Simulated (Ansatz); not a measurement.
Seebeck coefficient (μV/K, mean over directions) of n-type BaF₂ (Fm-3m) against carrier density, PBEsol, rigid bands run with Ansatz (a quantum-chemistry and plane-wave program). Computed gap 6.83 eV; densities at which minority carriers matter at this gap, or further valleys turn the trend, are left out. Conductivity mass 0.49 mₑ (harmonic mean over directions), N_c = 8.6e18 cm⁻³ at 300 K.

```tsv
electron density	300 K	500 K
1e16 cm⁻³	-796	___
1e17 cm⁻³	-598	___
1e18 cm⁻³	-400	-467
3e18 cm⁻³	-308	___
1e19 cm⁻³	-210	-272
3e19 cm⁻³	-131	-185
1e20 cm⁻³	-67	-105
3e20 cm⁻³	-34	-60
```

### Question
Fill in the missing entries.

### Answer

- 1e16 cm⁻³, 500 K: -863
- 1e17 cm⁻³, 500 K: -665
- 3e18 cm⁻³, 500 K: -373

Rigid bands with a gap fixed in temperature, one relaxation time for all states, no polarons or phonon drag, and whether or not such doping can be reached. Spin-orbit coupling is left out.
